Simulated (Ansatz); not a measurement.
Results of r²SCAN in Ansatz (PAW) for Si3N4 (model structure, started from the spinel Si type, Fd-3m, No. 227, 14 atoms in the cell).

Settings: plane-wave cutoff 560 eV, 8×8×8 k mesh, Fermi–Dirac smearing 0.01 eV, scalar-relativistic PAW data made under PBE.

Cell (relaxed at this level):

```cif
data_N32Si24
_chemical_formula_sum 'Si24 N32'
_space_group_name_H-M_alt 'Fd-3m :1'
_space_group_IT_number 227
_space_group_name_Hall 'F 4d 2 3 -1d'
_cell_length_a 7.73013
_cell_length_b 7.73013
_cell_length_c 7.73013
_cell_angle_alpha 90.000
_cell_angle_beta 90.000
_cell_angle_gamma 90.000
loop_
_atom_site_label
_atom_site_type_symbol
_atom_site_symmetry_multiplicity
_atom_site_Wyckoff_symbol
_atom_site_fract_x
_atom_site_fract_y
_atom_site_fract_z
_atom_site_occupancy
Si1 Si 16 c 0.12500 0.12500 0.12500 1
Si2 Si 8 b 0.50000 0.50000 0.50000 1
N1 N 32 e 0.36757 0.36757 0.36757 1
```
(The calculation used a cell of 14 atoms; values per cell refer to that cell.)

Predict the band gap and smallest direct gap on the k points sampled.


* **band gap**: 4.03 eV (indirect)
* **smallest direct gap on the k points sampled**: 4.05 eV

Note: the relaxation could raise the start's symmetry but not lower it, so the cell can be a saddle point.

The computed numbers hold no vibrational or temperature effects.

Cost on a shared machine: around 21 core-seconds (rough).

A model structure was made by putting elements into a prototype or built by hand; it is no filed structure, need not be a known phase, and can be a saddle point held by its symmetry.

Ansatz is a program for electronic structure.
